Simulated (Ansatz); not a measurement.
Method: PBE (plane waves to 420 eV, PAW; Ansatz, a quantum-chemistry and plane-wave program).

Electrostatic potential energy of an electron, averaged over planes parallel to the surface, in eV from the Fermi level, for the (111) surface of fcc Al, top plane shifted to the other hollow (bottom of the slab: a bare face, its two planes held):

(z (Å), V (eV)): (3.86, 4.04); (4.16, 4.04); (4.45, 4.04); (4.75, 4.03); (5.05, 4.02); (5.34, 4.00); (5.64, 3.95); (5.94, 3.85); (6.23, 3.63); (6.53, 3.17); (6.83, 2.22); (7.12, 0.33); (7.42, -3.28); (7.72, -6.38); (8.02, -7.20); (8.31, -7.23); (8.61, -6.48); (8.91, -3.61); (9.20, -0.79); (9.50, -0.97); (9.80, -4.06); (10.09, -6.72); (10.39, -7.39); (10.69, -7.32); (10.98, -6.27); (11.28, -3.09); (11.58, -0.62); (11.87, -1.25); (12.17, -4.57); (12.47, -6.90); (12.77, -7.39); (13.06, -7.23); (13.36, -5.96); (13.66, -2.60); (13.95, -0.48); (14.25, -1.43); (14.55, -4.84); (14.84, -6.96); (15.14, -7.38); (15.44, -7.20); (15.73, -5.75); (16.03, -2.29); (16.33, -0.39); (16.62, -1.58); (16.92, -5.07); (17.22, -7.03); (17.52, -7.40); (17.81, -7.13); (18.11, -5.47); (18.41, -1.95); (18.70, -0.27); (19.00, -1.63); (19.30, -5.14); (19.59, -7.00); (19.89, -7.29); (20.19, -7.02); (20.48, -5.34); (20.78, -1.50); (21.08, 1.31); (21.37, 2.71); (21.67, 3.41); (21.97, 3.74); (22.27, 3.90); (22.56, 3.97); (22.86, 4.00); (23.16, 4.02); (23.45, 4.03); (23.75, 4.03); (24.05, 4.03); (24.34, 4.03)

Set-up: 6 atoms, 12.2 Å thick at the start with caps and adatoms (thin: gaps and levels are the slab's own); mesh 15x15x1; 0.1 eV smearing; dipole correction on; 2 atoms held, the rest relaxed; held to the start's symmetry, so lower structures may exist; no spin, no spin-orbit, no U. In PBE it lies 0.04 eV a 1x1 cell over the lowest computed structure of the same composition (clean 1x1).

The vacuum level lies 4.03 eV above the Fermi level over the top face and 4.04 eV above it under the bottom face.
